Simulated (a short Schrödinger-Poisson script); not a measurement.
Structure: gated Al0.3Ga0.7As/GaAs δ-doped gas, at 300 K.

```tsv
layer	material	thickness (nm)	Na (cm⁻³)
1	Al0.3Ga0.7As	8	-
2	Al0.3Ga0.7As	20	-
3	GaAs	6000	1e14
```

Constants are typed, rounded textbook-type inputs, not results; the design itself was drawn at random and stands for no fabricated device. Al0.3Ga0.7As: permittivity 12.05, conduction-band edge (eV) 0.237, gap (eV) 1.798, electron mass (mₑ) 0.0919, Nv at 300 K (cm⁻³) 9e18. GaAs: permittivity 12.9, conduction-band edge (eV) 0, gap (eV) 1.424, Nv at 300 K (cm⁻³) 9e18.

Channel valleys (confinement mass, in-plane density-of-states mass, number): Γ 0.067, 0.067, 1. At the gate the conduction-band edge of layer 1 lies 0.99 eV − eVg above the Fermi level of the channel; the field vanishes at the back. Sheet of ionised δ-doping: +2.1e12 e/cm² at 8 nm from the gate. The barrier under the gate holds no holes. Gaps are held at their typed values at every temperature. Mesh 0.08 nm at interfaces.

Solved with a short Schrödinger-Poisson script written for these runs: 1D Poisson equation in equilibrium, electrons quantum, Hartree plus LDA exchange-correlation (BenDaniel-Duke, 40 states a valley, the channel's in-plane mass for all, wave functions free to enter the barrier), parabolic valleys, classical holes, full ionisation, no traps, pinning or gate leakage.

The same stack at other levels of the model or other numerical settings:

| run | sheet density of all electrons at Vg = 0.5 V (cm⁻²) | capacitance at Vg = 0.5 V (μF/cm²) | centroid of the channel electrons at Vg = 0.5 V (nm) | rough cost against the base |
|---|---|---|---|---|
| base | 9.70e10 | 0.187 | 33.47 | about 1 |
| electrons treated as classical, Boltzmann | 9.83e10 | 0.193 | 31.82 | 0.03 |
| electrons treated as classical, Fermi-Dirac | 9.78e10 | 0.191 | [?] | 0.1 |
| electrons treated as quantum, Hartree | 9.31e10 | 0.181 | 34.71 | about 1 |
| mesh six times as coarse | 9.76e10 | 0.187 | 33.85 | 0.2 |
| one subband a valley | [?] | 0.177 | [?] | 0.2 |

### Question
Fill in the missing entries.

### Answer

- one subband a valley, sheet density of all electrons at Vg = 0.5 V (cm⁻²): 6.87e10
- electrons treated as classical, Fermi-Dirac, centroid of the channel electrons at Vg = 0.5 V (nm): 32.05
- one subband a valley, centroid of the channel electrons at Vg = 0.5 V (nm): 27.19

The classical rows ignore confinement, and Boltzmann statistics overrate the density once the band edge passes the Fermi level.
